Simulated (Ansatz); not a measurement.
## A computed series for hypothetical P4_2/mnm BP: carrier doping

The parent structure is BP (space group P4_2/mnm, No. 136; a = 5.5685 Å, c = 3.2054 Å; a hypothetical phase, not in the database extracts checked).

Carriers are added at fixed cell with a uniform background; the Fermi–Dirac width is that of 300 K.

The values are results of PBE (Ansatz, an electronic-structure program), without spin-orbit coupling, not measurements.

Notes on the quantities. Fermi level from band edge: Fermi level relative to the doped band's edge (positive inside the band; to 0.05 eV).

| change | gap between the host's bands | Fermi level from band edge |
|---|---|---|
| undoped | 0.48 eV | – |
| electrons 3.0×10^21 cm⁻³ | 0.40 eV | +1.10 eV |
| electrons 5.0×10^21 cm⁻³ | 0.36 eV | +1.35 eV |
| electrons 7.0×10^21 cm⁻³ | 0.33 eV | +1.45 eV |
| electrons 2.0×10^22 cm⁻³ | 0.10 eV | +2.00 eV |
| holes 3.0×10^21 cm⁻³ | 0.56 eV | +0.75 eV |
| holes 5.0×10^21 cm⁻³ | 0.60 eV | +0.95 eV |
| holes 7.0×10^21 cm⁻³ | 0.65 eV | +1.10 eV |
| holes 2.0×10^22 cm⁻³ | 0.94 eV | +1.80 eV |

Carriers are added with a uniform compensating background; total energy and stress of such cells depend on the potential's zero and are not compared; many-body gap narrowing is missing at this level. Stability against distortions was not tested.
